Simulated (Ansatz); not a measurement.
The starting structures come from a database of crystals and need not be the phases stable at ambient conditions.

 Where the default PAW files enter, the runs use the earlier of Ansatz's two default sets.

Inside the gap of an insulator the Bloch states are evanescent, with a wavenumber k + iκ along the transport direction.

Here is the system:

```
CELL_PARAMETERS angstrom
      4.37168     0.00000     0.00000
      0.00000     7.54401     0.00000
      0.00000    -3.77201     6.53330
ATOMIC_POSITIONS crystal
  La 0.25000 0.33333 0.66667
  La 0.75000 0.66667 0.33333
  Cl 0.25000 0.69642 0.61034
  Cl 0.75000 0.30358 0.38966
  Cl 0.75000 0.61034 0.91392
  Cl 0.25000 0.38966 0.08608
  Cl 0.25000 0.91392 0.30358
  Cl 0.75000 0.08608 0.69642
```

Space group of this cell: P6_3/m. The cell is taken as given.

Transport runs along the normal of the first two printed cell vectors, the (100) plane of the conventional cell.

The gap is the functional's own. No spin-orbit coupling. Mid-gap values are interpolated on the energy grid.

Problem. Estimate the band gap and the smallest decay constant κ at mid-gap that r2SCAN (Ansatz, a first-principles code) returns for this system.

Solution. Gap 4.35 eV on a 8×6×6 mesh; κ = 0.435 1/Å, at the zone centre.
